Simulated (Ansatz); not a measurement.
Amorphous Si24O51Lu2, 77 atoms at 2.65 g/cm³, one PBE-relaxed geometry, zone centre. Methods: PBE, scalar-relativistic without spin-orbit coupling (Ansatz, an electronic-structure program); r2SCAN, scalar-relativistic without spin-orbit coupling (Ansatz); HSE06, scalar-relativistic without spin-orbit coupling (Ansatz). Plane waves to 420 eV (r2SCAN 500 eV); exact exchange is cut at the cell's faces. At PBE the levels at the filled edge of the gap are localised (band-tail or defect states), and the nearest spread-out levels lie 5.1 eV apart at the zone centre. All rungs ran without spin polarisation.

Preparation: random packing, a CHGNet melt and quench, and a DFT relaxation. O atoms were pushed apart under 1.9 Å during the dynamics, to hinder bonds among them. The hot cell started wider than the set density and was brought back towards it in steps. It is the lowest in DFT energy of 2 quenches. It is a model cell: composition and starting density were chosen by hand, and all elements were melted together. No dispersion term was used. Its density started from a set value of 2.64 and ended at 2.65 g/cm³. Cooling (nominally 400 K/ps over its main leg) ran many orders faster than in experiment, which tends to leave more defects and strain. Values belong to this one cell and scatter from quench to quench. The volume was free in the relaxation, at fixed shape. Stress components on the final sampling reach 3.1 GPa.

The relaxation ran on the zone centre alone. At PBE the level gap is 4.36 eV on a 2×2×2 Γ-centred mesh, and the spacing at the zone centre alone 4.38 eV.

What zone-centre spacing does r2SCAN give, roughly?

5.00 eV (+0.61 eV against PBE).

What zone-centre spacing does HSE06 give, roughly?

6.12 eV (+1.73 eV against PBE).

The highest filled and the lowest empty state spread over these numbers of atoms (participation numbers): PBE: 3.2 and 55.4; r2SCAN: 3.1 and 52.1; HSE06: 3.1 and 53.3.
